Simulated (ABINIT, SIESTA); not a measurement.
A SIESTA input for a self-consistent single point of KI (Fm-3m, 2 atoms in the cell) (DFT, GGA PBE, numerical atomic orbitals DZP, PseudoDojo PBE standard norm-conserving potentials (rewritten from UPF to PSML)):

```
# files in the folder: K.psml I.psml (PseudoDojo PBE standard)
SystemName  KI
SystemLabel ki

NumberOfAtoms                2
NumberOfSpecies              2
%block ChemicalSpeciesLabel
  1 19 K
  2 53 I
%endblock ChemicalSpeciesLabel
LatticeConstant              1.0 Bohr
%block LatticeVectors
     0.000000000    6.586589385    6.586589385
     6.586589385    0.000000000    6.586589385
     6.586589385    6.586589385    0.000000000
%endblock LatticeVectors
AtomicCoordinatesFormat      ScaledCartesian
%block AtomicCoordinatesAndAtomicSpecies
     0.000000000    0.000000000    0.000000000  1
     6.586589385    6.586589385    6.586589385  2
%endblock AtomicCoordinatesAndAtomicSpecies

XC.functional                GGA
XC.authors                   PBE
PAO.BasisSize                DZP
PAO.EnergyShift              0.01 Ry
MeshCutoff                   300 Ry
%block kgrid.MonkhorstPack
    7   0   0  0.0
    0   7   0  0.0
    0   0   7  0.0
%endblock kgrid.MonkhorstPack
OccupationFunction           FD
ElectronicTemperature        50.0 meV

MaxSCFIterations             150
SCF.Mixer.Method             Broyden
SCF.Mixer.Weight             0.2
SCF.Mixer.History            6
SCF.DM.Tolerance             1.0E-04
Diag.ParallelOverK           true
WriteForces                  true
```

### Question
Translate this input to ABINIT.

### Answer
This is the input that was run; spellings and numerical settings could be chosen otherwise.

```
# KI, JTH v2.0 PBE PAW
pp_dirpath "./"
pseudos "K.GGA_PBE-JTH.xml, I.GGA_PBE-JTH.xml"
acell 3*1.0
rprim
        -0.0000000000    6.5865893848    6.5865893848
         6.5865893848   -0.0000000000    6.5865893848
         6.5865893848    6.5865893848   -0.0000000000
natom 2
ntypat 2
znucl 19 53
typat 1 2
xred
         0.0000000000    0.0000000000    0.0000000000
         0.5000000000    0.5000000000    0.5000000000
ecut 21
pawecutdg 42
pawxcdev 0
ixc 11
occopt 3
tsmear 0.05 eV
nband 13
kptopt 1
ngkpt 7 7 7
nshiftk 1
shiftk 0 0 0
nstep 60
tolvrs 1.0e-10
prtwf 0
prtden 0
```

Basis, cutoffs, solver keys and any potentials are the target program's own. This input uses DFT, PBE, plane waves, PAW (JTH v2.0 PBE PAW). Both were run: pressure 1.44 GPa in SIESTA and 1.21 in ABINIT; gap on the mesh 4.083 eV in SIESTA and 4.060 in ABINIT.

On ABINIT: the starting cell comes from a database of computed structures (which also holds hypothetical and non-ambient phases and stackings), without a prior relaxation at this level. Its lattice was rescaled by a random factor within 2.5 % of one. For this run, on top of that: lattice scaled by 0.98. Spin-orbit coupling is off.

On SIESTA: the starting cell comes from a database of computed structures (which also holds hypothetical and non-ambient phases and stackings), without a prior relaxation at this level. Its lattice was rescaled by a random factor within 2.5 % of one. For this run, on top of that: lattice scaled by 0.98. Spin-orbit coupling is off. Values carry the incompleteness of an atom-centred basis. The basis of the alkali or alkaline-earth atoms may lack their empty d shell, which can raise the gap.
